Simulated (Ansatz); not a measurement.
System: BN (model structure, P6₂22, No. 180, 6 atoms in the cell). Method: PBE0 in Ansatz (plane waves, PAW).

Settings: plane-wave cutoff 460 eV, 9×9×4 k mesh (along the axes of the cell as run), Fermi–Dirac smearing 0.01 eV, scalar-relativistic PAW data made under PBE.

Cell (relaxed with PBE-D3(BJ)):

```cif
data_B3N3
_chemical_formula_sum 'B3 N3'
_space_group_name_H-M_alt 'P 1'
_space_group_IT_number 1
_cell_length_a 2.59520
_cell_length_b 2.59520
_cell_length_c 5.79941
_cell_angle_alpha 90.000
_cell_angle_beta 90.000
_cell_angle_gamma 120.000
loop_
_space_group_symop_operation_xyz
  'x, y, z'
loop_
_atom_site_label
_atom_site_type_symbol
_atom_site_fract_x
_atom_site_fract_y
_atom_site_fract_z
_atom_site_occupancy
B1 B 0.50000 0.00000 0.66667 1
B2 B 0.00000 0.50000 0.33333 1
B3 B 0.50000 0.50000 0.00000 1
N1 N 0.50000 0.00000 0.16667 1
N2 N 0.00000 0.50000 0.83333 1
N3 N 0.50000 0.50000 0.50000 1
```

Task: Predict the band gap, smallest direct gap on the k points sampled and direct gap at Γ.

Result: 
* **band gap**: 5.77 eV (indirect)
* **smallest direct gap on the k points sampled**: 8.58 eV
* **direct gap at Γ**: 9.06 eV

Note: the relaxation could raise the start's symmetry but not lower it, so the cell can be a saddle point; cell and atoms aren't relaxed at this level (pressure -3.8 GPa).

Computed values are for the static lattice.

The result took roughly 2.5 core-minutes.

A model structure was made by putting elements into a prototype or built by hand; it is no filed structure, need not be a known phase, and can be a saddle point held by its symmetry.

Ansatz is an electronic-structure program.
